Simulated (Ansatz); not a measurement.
## Effect of isotropic strain −3.00 % on KF

The parent structure is KF in the rock salt structure (space group Fm-3m, No. 225; a = 5.421 Å).

It is then changed as follows: every lattice vector is shortened by 3.00 %; the atoms relax in the strained cell.

Level of theory: plane-wave PAW DFT at the PBE level (Ansatz, an electronic-structure program, 420 eV), without spin-orbit coupling. Γ-centred 11×11×11 mesh, Fermi–Dirac width 0.05 eV.

The volume per atom decreases by 1.74 Å³ to 18.17 Å³ and the space group remains Fm-3m (No. 225). The shortest interatomic distance drops by 0.154 bohr to 4.968 bohr and the energy goes up by 16 meV/atom. The pressure goes from zero to 3.30 GPa and the band gap goes up by 0.48 eV to 6.44 eV. The gap character stays direct at Γ and the mean gap deformation potential ΔEg/Δln V is -5.3 eV. The width of the top valence band increases by 0.08 eV, from 0.31 eV to 0.39 eV and the electron mass becomes 0.54 mₑ (at Γ) (base: 0.55 mₑ (at Γ)).

Final structure:

```
KF
1.0
    0.00000     2.62906     2.62906
    2.62906     0.00000     2.62906
    2.62906     2.62906     0.00000
K F
1 1
Direct
  0.00000   0.00000   0.00000
  0.50000   0.50000   0.50000
```

Masses are band curvatures over ±0.01 Å⁻¹ around the edge. No phonon test of stability was made.
